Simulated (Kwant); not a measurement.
Model system: circular cavity between two wires in a CdTe two-dimensional gas. Effective mass 0.096 mₑ, grid spacing 25 nm, hard walls, nominal width 300 nm (11 grid rows, so walls 300 nm apart), one parabolic valley, scattering region 1900 nm long along x; energies count from the band bottom; Fermi energy swept from 3.4818e-05 to 0.00052226 eV. Cavity of radius 400 nm, straight part 0 nm, centre moved sideways by 160 nm.

The device is made up for the run: typed textbook-type constants, with dimensions and the other settings drawn at random.

Computed with Kwant: effective-mass tight-binding model on a square grid, one spin, coherent transport at 0 K. Conductance is in e²/h.

**Question.** How many channels do the leads carry at E = 0.231 meV?

**Answer.** The hard-wall thresholds are n² ħ²π²/(2mW²) = n² × 0.0435 meV with W = 300 nm. √(0.231/0.0435) = 2.31, so 2.
